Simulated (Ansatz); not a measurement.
The reference is KBr in the rock salt structure (space group Fm-3m, No. 225; a = 6.6082 Å). Axes: x, y, z lie along the cube axes.

All numbers come from Kohn–Sham DFT with the r2SCAN functional, run in Ansatz (a quantum-chemistry and plane-wave program) with PAW and 500 eV plane waves, no spin-orbit coupling.

For the base:

| Property | Value |
|---|---|
| Band gap | 5.07 eV |
| Gap character | direct at Γ |

It is then changed as follows: tensor shear ε_xy = +2.42 % (engineering shear γ = 0.0484); the atoms relax in the strained cell.

Q: What does the calculation give for the band gap and gap character after the change?

A: The band gap drops by 0.064 eV, from 5.07 eV to 5.00 eV; the gap character stays direct at Γ.

Whether these cells are dynamically stable was not tested. k-point labels follow each cell's own Brillouin zone.
